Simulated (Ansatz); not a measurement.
Take CuI in the zinc blende structure (space group F-43m, No. 216; a = 6.0228 Å) as the base. Axes: x, y, z lie along the cube axes.

All numbers come from Ansatz (a first-principles code) r2SCAN, no SOC.

Base values:

| Quantity | Value |
|---|---|
| Valence-band top at Γ | 0.00, 0.00, 0.00 eV |

Perturbation: biaxial strain +1.25 %, plane normal [111], relaxed out of plane (Cartesian); in-plane vectors clamped, the third vector and the atoms free.

Estimate the effect on the hole mass, valence-band top at Γ and out-of-plane strain.

The hole mass is 0.22 mₑ out of plane, 2.5 mₑ in plane (at Γ); the valence-band top at Γ (three highest levels, from the VBM) becomes 0.00, -0.02, -0.02 eV (base: 0.00, 0.00, 0.00 eV); the out-of-plane strain is -0.94 %.

Spin-orbit coupling, missing from the scalar runs, can matter with I. The levels and masses belong to the bands next to the band gap. Effective masses come from finite differences of ±0.01 Å⁻¹. No phonon test of stability was made. The final runs are not spin-polarised.
